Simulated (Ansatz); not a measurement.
Start from ZnSnP2 in the chalcopyrite structure (space group I-42d, No. 122; a = 5.650 Å, c = 11.325 Å).

Method: Ansatz (a first-principles code) r2SCAN, without spin-orbit coupling.

Base values:

* **Lattice parameter a**: 565.0 pm
* **Gap character**: direct at Γ

One thing is altered: a hydrostatic pressure of 9 GPa.

Task: Predict the new lattice parameter a and gap character.

Result: The lattice parameter a falls by 18.4 pm (565.0 pm → 546.6 pm); the gap character becomes indirect, Γ → M–S (33 % along) (base: direct at Γ).

Load acts through the strain it causes; cell and atoms are relaxed under it. Stability against distortions was not tested. No other phases were tried under pressure.
